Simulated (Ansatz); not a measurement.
# MoSi2 under a change: Si → P

Start from MoSi2 (space group I4/mmm, No. 139; a = 3.190 Å, c = 7.821 Å).

Now apply this change: every Si is replaced by P; the structure is relaxed again.

Level of theory: PBEsol/PAW in Ansatz (a first-principles code), without spin-orbit coupling. Γ-centred 20×20×20 mesh, Fermi–Dirac width 0.05 eV.

```csv
quantity,base,changed,shift
volume per atom,13.27 Å³,13.30 Å³,+0.03 Å³
density,6.35 g/cm³,6.57 g/cm³,+0.226 g/cm³
lattice parameter a,3.190 Å,3.191 Å,+0.001 Å
c/a ratio,2.451,2.455,+0.0032
space group,I4/mmm (No. 139),I4/mmm (No. 139),–
shortest interatomic distance,2.579 Å,2.585 Å,+0.006 Å
band gap,zero,zero,–
```

Whether these cells are dynamically stable was not tested. As relaxed here, MoP2 is a hypothetical phase, not in the database extracts checked. The final runs are not spin-polarised. MoP2 has a high density of states at the Fermi level and may be magnetic at this level.
